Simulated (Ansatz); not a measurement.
# HfO2 (model structure, started from the tetragonal ZrO2 type, P4₂/nmc, No. 137, 6 atoms in the cell; like a known high-temperature phase)

Computed with LDA (plane waves, PAW; Ansatz, a first-principles code).

Run with plane-wave cutoff 520 eV, 10×10×8 k mesh (along the axes of the cell as run), Fermi–Dirac smearing 0.01 eV, scalar-relativistic PAW data made under PBE.

Cell (relaxed at this level):

HfO₂ has the tetragonal space group P4₂/nmc, origin choice 1 (No. 137), Pearson symbol tP6. Cell: a = b = 3.5370 Å, c = 5.1017 Å, α = β = γ = 90.00°. Hf on 2a is coordinated by 4 O at 2.052 Å and 4 O at 2.326 Å. O on 4d has 2 Hf at 2.052 Å and 2 Hf at 2.326 Å (tetrahedral). (Neighbours: up to the widest gap in distance over summed covalent radii, below 1.35, at either atom; cation-cation and far metal-metal contacts left out.)

For HfO2 (model structure, started from the tetragonal ZrO2 type, P4₂/nmc, No. 137, 6 atoms in the cell; like a known high-temperature phase), the band gap is 4.48 eV (on the SCF k mesh). The bulk modulus comes out as 217 GPa.

Note: the bulk modulus is −V dP/dV from two relaxed cells at ±2 % in volume; held by symmetry at 0 K, a high-temperature phase can be a saddle point.

Spin–orbit coupling is not included.

Computed values are for the static lattice.

A model structure was made by putting elements into a prototype or built by hand; it is no filed structure, need not be a known phase, and can be a saddle point held by its symmetry.
